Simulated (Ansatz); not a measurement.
The starting structures come from a database of crystals and need not be the phases stable at ambient conditions.

By PBEsol, the system below comes out a metal.

Here is the system:

```yaml
crystal:
  lattice:
    - [5.52881, 0.00000, 0.00000]
    - [0.00000, 5.52881, 0.00000]
    - [2.76441, -2.76441, 3.95320]
  atoms:
    - { symbol: Al, position: [0.25000, 0.25000, 0.50000] }
    - { symbol: Al, position: [0.75000, 0.75000, 0.50000] }
    - { symbol: Pt, position: [0.25000, 0.75000, 0.50000] }
    - { symbol: Pt, position: [0.75000, 0.25000, 0.50000] }
    - { symbol: Pt, position: [0.77986, 0.72014, 0.00000] }
    - { symbol: Pt, position: [0.22014, 0.27986, 0.00000] }
    - { symbol: Pt, position: [0.27986, 0.77986, 0.00000] }
    - { symbol: Pt, position: [0.72014, 0.22014, 0.00000] }
```

Space group of this cell: I4/mcm. The cell is taken as given; by PBEsol its mean pressure is -8.5 GPa.

The current flows along the normal of the first two printed cell vectors, the (001) plane of the conventional cell. No spin-orbit coupling; the value is a mean over 0.1 eV about the Fermi level.

Question: Estimate the ballistic conductance per area that PBEsol run with Ansatz (a program for electronic structure) returns for this system.

Answer: 0.50 × 10¹⁵ S/m² for both spins.
